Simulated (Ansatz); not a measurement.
## Response to strain in Ta

The reference is Ta in the bcc (W type) structure (space group Im-3m, No. 229; a = 3.2823 Å; relaxed with 0.1 eV smearing). Axes: x, y, z lie along the cube axes.

Strains are applied to the cell and any free atomic positions relax.

Calculations: plane-wave PAW DFT at the PBEsol level (Ansatz, an electronic-structure program, 420 eV), without spin-orbit coupling.

Notes on the quantities. energy relative to the base: free energy F; pressure: mean of the normal stresses, compression positive.

| case | shortest interatomic distance | energy relative to the base | pressure |
|---|---|---|---|
| base | 284.3 pm | 0 meV/atom | 0.0 GPa |
| tensor shear ε_xy = +1.71 % | 281.0 pm | ___ | 0.1 GPa |
| tensor shear ε_xy = +0.29 % | ___ | +0.1 meV/atom | 0.0 GPa |
| tensor shear ε_xy = +1.43 % | 281.6 pm | ___ | 0.1 GPa |
| tensor shear ε_xy = +0.57 % | 283.2 pm | +0.5 meV/atom | 0.0 GPa |
| tensor shear ε_xy = +0.86 % | 282.6 pm | +1.2 meV/atom | 0.0 GPa |
| tensor shear ε_xy = +1.14 % | 282.1 pm | +2.1 meV/atom | 0.1 GPa |
| tensor shear ε_xy = +2.00 % | 280.5 pm | +6.5 meV/atom | 0.2 GPa |

### Question
What belongs in the blanks?

### Answer

- tensor shear ε_xy = +1.71 %, energy relative to the base: +4.7 meV/atom
- tensor shear ε_xy = +0.29 %, shortest interatomic distance: 283.7 pm
- tensor shear ε_xy = +1.43 %, energy relative to the base: +3.3 meV/atom

Stability against distortions was not tested. All final runs are without spin polarisation.
